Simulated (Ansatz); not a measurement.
MoSi2 under a change: isotropic strain −3.00 %

The reference is MoSi2 (space group I4/mmm, No. 139; a = 3.1740 Å, c = 7.7787 Å; relaxed with 0.1 eV smearing).

Modification: an isotropic linear strain of −3.00 %; the atoms relax in the strained cell.

Computed with LDA (Ansatz, a program for electronic structure; PAW; 420 eV plane waves; no SOC). Settings: 25×25×25 k-points, 0.1 eV Fermi–Dirac smearing.

| quantity | base | changed | shift |
|---|---|---|---|
| volume per atom | 13.06 Å³ | 11.92 Å³ | -1.14 Å³ |
| space group | I4/mmm (No. 139) | I4/mmm (No. 139) | – |
| shortest interatomic distance | 256.4 pm | 250.6 pm | -5.8 pm |
| energy relative to the base (free energy F) | 0 meV/atom | +83 meV/atom | +83 meV/atom |
| pressure (mean of the normal stresses, compression positive) | 0.0 GPa | 25.3 GPa | +25.3 GPa |
| band gap | zero | zero | – |

No phonon test of stability was made. The final runs are not spin-polarised.
